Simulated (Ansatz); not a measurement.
# Pressure series in TiAl

Take TiAl (space group P4/mmm, No. 123) as the base.

```cif
data_AlTi
_chemical_formula_sum 'Al1 Ti1'
_space_group_name_H-M_alt 'P 1'
_space_group_IT_number 1
_cell_length_a 2.82408
_cell_length_b 2.82408
_cell_length_c 4.07063
_cell_angle_alpha 90.000
_cell_angle_beta 90.000
_cell_angle_gamma 90.000
loop_
_space_group_symop_operation_xyz
  'x, y, z'
loop_
_atom_site_label
_atom_site_type_symbol
_atom_site_fract_x
_atom_site_fract_y
_atom_site_fract_z
_atom_site_occupancy
Al1 Al 0.50000 0.50000 0.50000 1
Ti1 Ti 0.00000 0.00000 0.00000 1
```

Cell and atoms are relaxed at each pressure.

The values are results of PBE (Ansatz, a program for electronic structure; PAW; 420 eV plane waves; no spin-orbit coupling), earlier PAW set, not measurements.

Two rows of this table had their results exchanged by mistake.

| pressure | volume per atom (Å³) | shortest distance (Å) | band gap |
|---|---|---|---|
| pressure −2 GPa | 16.53 | 2.841 | zero |
| pressure −1 GPa | 16.38 | 2.832 | zero |
| pressure 0.9 GPa | 16.11 | 2.817 | zero |
| pressure 2.1 GPa | 15.95 | 2.808 | zero |
| pressure 4.5 GPa | 15.64 | 2.790 | zero |
| pressure 9 GPa | 15.15 | 2.760 | zero |
| pressure 15 GPa | 13.49 | 2.657 | zero |
| pressure 22.5 GPa | 13.99 | 2.688 | zero |
| pressure 30 GPa | 14.58 | 2.726 | zero |

Question: Which two?

Answer: The rows for pressure 15 GPa and pressure 30 GPa: the volume has to fall steadily with pressure, so 14.58 Å³ belongs to pressure 15 GPa and 13.49 Å³ to pressure 30 GPa.

Load acts through the strain it causes; cell and atoms are relaxed under it. No phonon test of stability was made. Competing high-pressure phases were not computed. All final runs are without spin polarisation.
